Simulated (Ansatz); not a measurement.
B₂O₃ (Cmc2₁, No. 36, 10 atoms in the cell; start mp-717; high-pressure phase) was calculated with r²SCAN+rVV10 (plane waves, PAW; Ansatz, an electronic-structure program).

Settings: plane-wave cutoff 560 eV, 8×8×8 k mesh, Fermi–Dirac smearing 0.01 eV, scalar-relativistic PAW data made under PBE.

Computed at the level's own relaxed cell.

```
B2O3
1.0
    3.89487    -2.29818     0.00000
    3.89487     2.29818     0.00000
    0.00000     0.00000     4.12337
B O
4 6
Direct
  0.00451   0.32491   0.56784
  0.99549   0.67509   0.06784
  0.67509   0.99549   0.56784
  0.32491   0.00451   0.06784
  0.75050   0.24950   0.49804
  0.24950   0.75050   0.99804
  0.92362   0.66118   0.41944
  0.07638   0.33882   0.91944
  0.33882   0.07638   0.41944
  0.66118   0.92362   0.91944
```

Task: List the 32 lowest band energies at Γ above −25 eV (eV, relative to the valence band maximum), grouping those that round alike.

Result: At Γ: -23.22, -20.22, -20.09, -19.87, -18.95, -18.82, -10.18, -9.78, -9.59, -8.04, -7.51, -6.86, -5.78, -5.72, -4.88, -4.12, -1.89, -1.88, -1.51, -1.50, -1.44, -0.67, -0.38, -0.30, 9.37, 10.08, 10.65, 11.51, 11.87, 13.15, 13.41, 13.99.

A start named mp-… is a Materials Project structure, which need not be a measured phase.
